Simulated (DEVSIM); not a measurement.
Device: illuminated Ge n-on-p cell, one wavelength, at 300 K.

```tsv
layer (left to right)	material	thickness (μm)	Nd (cm⁻³)	Na (cm⁻³)	τn (s)	τp (s)	absorption coefficient (cm⁻¹)
1	Ge	0.940	1.3e18	-	5.6e-7	9.8e-6	75000
2	Ge	120	-	3.3e15	3.5e-5	3.5e-5	75000
```

Left contact: ohmic, minority hole recombination velocity 2e6 cm/s. Right contact: ohmic, minority electron recombination velocity 9000 cm/s. Voltage is applied to the left contact. Recombination: SRH at mid-gap, radiative, Auger. Light enters at the left, 2.5e18 photons cm⁻² s⁻¹, one pass, no reflection. Mobility is μmin + (μ − μmin)/(1 + (N/Nref)^α).

Constants are typed, rounded textbook-type inputs, not results; the design itself was drawn at random and stands for no fabricated device. Values at 300 K.

| parameter | Ge |
|---|---|
| gap (eV) | 0.664 |
| affinity (eV) | 4 |
| permittivity | 16 |
| Nc (cm⁻³) | 1.04e19 |
| Nv (cm⁻³) | 6e18 |
| μn (cm²/Vs) | 3900 |
| μp (cm²/Vs) | 1900 |
| μn,min | 150 |
| μp,min | 100 |
| Nref,n | 2.6e17 |
| Nref,p | 4e17 |
| αn | 0.56 |
| αp | 0.6 |
| B (cm³/s) | 6.4e-14 |
| Cn (cm⁶/s) | 1e-31 |
| Cp (cm⁶/s) | 1e-31 |

Model (solved in DEVSIM): 1D drift-diffusion, Boltzmann statistics, complete ionisation; no tunnelling, impact ionisation, image-force lowering or self-heating.

Give the dark forward current.


```json
[
 {"V (V)": "-0.05", "J (A/cm²)": "-0.00060"},
 {"V (V)": "-0.10", "J (A/cm²)": "-0.0048"},
 {"V (V)": "-0.15", "J (A/cm²)": "-0.033"},
 {"V (V)": "-0.20", "J (A/cm²)": "-0.22"},
 {"V (V)": "-0.25", "J (A/cm²)": "-1.3"},
 {"V (V)": "-0.30", "J (A/cm²)": "-6.5"},
 {"V (V)": "-0.35", "J (A/cm²)": "-25"},
 {"V (V)": "-0.45", "J (A/cm²)": "-170"},
 {"V (V)": "-0.50", "J (A/cm²)": "-340"},
 {"V (V)": "-0.55", "J (A/cm²)": "-600"},
 {"V (V)": "-0.60", "J (A/cm²)": "-960"},
 {"V (V)": "-0.65", "J (A/cm²)": "-1400"},
 {"V (V)": "-0.70", "J (A/cm²)": "-2000"},
 {"V (V)": "-0.75", "J (A/cm²)": "-2700"}
]
```
